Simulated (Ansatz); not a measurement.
The starting structures come from a database of crystals and need not be the phases stable at ambient conditions.

Tunnelling through a barrier is set by its complex band structure: the current falls as exp(−2κd) with the smallest κ.

Here is the system:

```xyz
12
Lattice="4.1141 0.0000 0.0000 0.0000 4.5272 0.0000 0.0000 0.0000 5.0812" Properties=species:S:1:pos:R:3 pbc="T T T"
Si     2.0571     3.3954     1.7667
Si     2.0571     1.1318     3.3146
Si     0.0000     1.1318     0.7739
Si     0.0000     3.3954     4.3073
O      3.0070     2.6256     3.1381
O      1.1071     1.9015     1.9432
O      3.1642     0.3620     4.4838
O      0.9500     4.1651     0.5975
O      0.9500     1.9015     4.4838
O      3.1642     2.6256     0.5975
O      1.1071     4.1651     3.1381
O      3.0070     0.3620     1.9432
```

Space group of this cell: Pbcn. The cell is taken as given; by LDA its mean pressure is -14.4 GPa.

Transport runs along the normal of the first two printed cell vectors.

The gap is the functional's own. No spin-orbit coupling. Mid-gap values are interpolated on the energy grid.

### Question
Predict the band gap and the smallest decay constant κ at mid-gap from LDA in Ansatz (a first-principles code).

### Answer
Gap 5.27 eV on a 8×8×6 mesh; κ = 0.375 1/Å, at the zone centre.
